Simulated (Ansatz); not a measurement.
# Effect of Br → As on CsGeBr3

Take CsGeBr$_{3}$ in the cubic perovskite structure (space group Pm-3m, No. 221; a = 5.545 Å; a cell from a computed database, its experimental status unchecked) as the base.

Now apply this change: every Br is replaced by As, then cell and atoms are relaxed.

Computed with r2SCAN/PAW in Ansatz (a quantum-chemistry and plane-wave program), no SOC, earlier PAW set. Γ-centred 9×9×9 mesh, Fermi–Dirac width 0.05 eV, for the changed cell.

The density grows by 0.84 g/cm³, from 4.34 g/cm³ to 5.18 g/cm³ and the lattice parameter a falls by 0.376 Å to 5.169 Å. The space group stays Pm-3m (No. 221) and the shortest interatomic distance decreases by 0.188 Å (2.772 Å → 2.584 Å). The band gap goes from 0.71 eV to zero.

Final structure:

```
CELL_PARAMETERS angstrom
      5.16854     0.00000     0.00000
      0.00000     5.16854     0.00000
      0.00000     0.00000     5.16854
ATOMIC_POSITIONS crystal
  Cs 0.00000 0.00000 0.00000
  Ge 0.50000 0.50000 0.50000
  As 0.50000 0.50000 0.00000
  As 0.00000 0.50000 0.50000
  As 0.50000 0.00000 0.50000
```

Cost of the whole job for the changed cell (relaxation, final SCF and bands): around 2.9 core-minutes (rough).

Stability against distortions was not tested. As relaxed here, CsGeAs3 is a hypothetical phase, not in the database extracts checked. All final runs are without spin polarisation. Many cubic perovskites are stable only at high temperature; tilts and polar distortions were not tested.
